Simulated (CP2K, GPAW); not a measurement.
A CP2K input for a self-consistent single point of ZrH (P4_2/mmc, 4 atoms in the cell) (DFT LDA (Pade form), GPW, DZVP-MOLOPT-SR-GTH basis, GTH-PADE potentials (GTH_POTENTIALS)):

```
&GLOBAL
  PROJECT run
  RUN_TYPE ENERGY_FORCE
  PRINT_LEVEL MEDIUM
&END GLOBAL
&FORCE_EVAL
  METHOD Quickstep
  STRESS_TENSOR ANALYTICAL
  &DFT
    BASIS_SET_FILE_NAME BASIS_MOLOPT
    POTENTIAL_FILE_NAME GTH_POTENTIALS
    &QS
      METHOD GPW
      EPS_DEFAULT 1E-10
    &END QS
    &MGRID
      CUTOFF 500
      REL_CUTOFF 60
      NGRIDS 5
    &END MGRID
    &SCF
      SCF_GUESS ATOMIC
      EPS_SCF 1E-6
      MAX_SCF 100
      ADDED_MOS 5
      &DIAGONALIZATION
        ALGORITHM STANDARD
      &END DIAGONALIZATION
      &MIXING
        METHOD BROYDEN_MIXING
        ALPHA 0.3
        NBUFFER 12
      &END MIXING
      &SMEAR ON
        METHOD FERMI_DIRAC
        ELECTRONIC_TEMPERATURE [K] 580.23
      &END SMEAR
    &END SCF
    &KPOINTS
      SCHEME MONKHORST-PACK 7 7 5
    &END KPOINTS
    &XC
      &XC_FUNCTIONAL PADE
      &END XC_FUNCTIONAL
    &END XC
    &PRINT
      &MO
        EIGENVALUES T
        OCCUPATION_NUMBERS T
        NDIGITS 8
        FILENAME mo
        &EACH
          QS_SCF 0
        &END EACH
        ADD_LAST NUMERIC
      &END MO
      &MULLIKEN ON
      &END MULLIKEN
    &END PRINT
  &END DFT
  &SUBSYS
    &CELL
      ABC 3.26696500 3.26696500 5.04998400
      ALPHA_BETA_GAMMA 90.00000000 90.00000000 90.00000000
      PERIODIC XYZ
    &END CELL
    &COORD
      SCALED
      Zr       0.00000000     0.50000000     0.50000000
      Zr       0.50000000     0.00000000     0.00000000
      H        0.50000000     0.50000000     0.25000000
      H        0.50000000     0.50000000     0.75000000
    &END COORD
    &KIND Zr
      BASIS_SET DZVP-MOLOPT-SR-GTH-q12
      POTENTIAL GTH-PADE-q12
    &END KIND
    &KIND H
      BASIS_SET DZVP-MOLOPT-SR-GTH-q1
      POTENTIAL GTH-PADE-q1
    &END KIND
  &END SUBSYS
  &PRINT
    &FORCES ON
    &END FORCES
    &STRESS_TENSOR ON
    &END STRESS_TENSOR
  &END PRINT
&END FORCE_EVAL
```

Q: Give the GPAW input for the same structure, mesh, smearing and functional.

A: This is the input that was run; spellings and numerical settings could be chosen otherwise.

```python
from ase import Atoms
from ase.units import GPa
from gpaw import GPAW, PW, FermiDirac

atoms = Atoms(['Zr', 'Zr', 'H', 'H'],
              cell=[[3.266965, 0.000000, 0.000000],
                    [0.000000, 3.266965, 0.000000],
                    [0.000000, 0.000000, 5.049984]],
              positions=[[0.000000, 1.633482, 2.524992],
                         [1.633482, 0.000000, 0.000000],
                         [1.633482, 1.633482, 1.262496],
                         [1.633482, 1.633482, 3.787488]],
              pbc=True)

calc = GPAW(mode=PW(800),
            xc='LDA',
            kpts=(7, 7, 5),
            occupations=FermiDirac(0.05),
            nbands=-8,
            convergence={'forces': 0.001},
            symmetry={'symmorphic': False, 'tolerance': 0.0005},
            maxiter=150,
            txt='-')

atoms.calc = calc

energy = atoms.get_potential_energy()
print('Energy (eV):', round(energy, 6))
forces = atoms.get_forces()
print('Forces (eV/Ang):')
print(forces.round(5))
stress = atoms.get_stress()
print('Stress (GPa, Voigt):', (stress / GPa).round(4))
```

Basis, cutoffs, solver keys and any potentials are the target program's own. This input uses DFT LDA (Perdew-Wang 92), plane waves, GPAW PAW datasets LDA (gpaw-data 1.0.1). LDA parametrisations can differ slightly between programs. Both were run: pressure -9.21 GPa in CP2K and -9.07 in GPAW.

On CP2K: the starting cell comes from a database of computed structures (which also holds hypothetical and non-ambient phases and stackings), without a prior relaxation at this level. Its lattice was rescaled by a random factor within 2.5 % of one. Values carry the incompleteness of an atom-centred basis. With a pressure of about -9 GPa the cell is away from its equilibrium volume at this level.

On GPAW: the starting cell comes from a database of computed structures (which also holds hypothetical and non-ambient phases and stackings), without a prior relaxation at this level. Its lattice was rescaled by a random factor within 2.5 % of one. With a pressure of about -9 GPa the cell is away from its equilibrium volume at this level.
